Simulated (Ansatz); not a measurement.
Au on the 1x1 (0001) surface of hcp Co, ferromagnetic, one in a 2x2 cell, energies for each (21.5 Å²). Energies are against an atom of fcc Au, without zero-point or thermal terms; each row is named by its start.

Computed with PBE (plane waves to 420 eV, PAW; Ansatz, a program for electronic structure).

Set-up: 17 atoms, 6.0 Å thick at the start under the adsorbate (thin: gaps and levels are the slab's own); mesh 7x7x1; 0.1 eV smearing; dipole correction on; 8 atoms held, the rest relaxed; each run with such symmetry as its start has; spin-polarised, no spin-orbit, no U, no dispersion correction.

A negative adsorption energy means that the adsorbate is more stable on the surface than in its reference. Starts that drift may end in the same place. Heights count from the host atoms within 0.3 Å of the top one.

```
starting site                           E_ads (eV)  height (Å)  nearest host atom (Å)  bonded to  Δ work function (eV)  lateral drift (Å)  moment (μB)
--------------------------------------  ----------  ----------  ---------------------  ---------  --------------------  -----------------  -----------
top Co                                        0.55        2.22                Co 2.38         Co                 -0.43                0.0         27.0
hollow Co-Co-Co                               0.09        2.12                Co 2.57       3 Co                 -0.60                0.0         26.9
hollow Co-Co-Co over Co at depth 2.0 Å        0.07        2.10                Co 2.56       3 Co                 -0.63                0.0         27.0
bridge Co-Co (span 2.5 Å)                     0.07        2.10                Co 2.56       3 Co                 -0.63                0.7         27.0
```
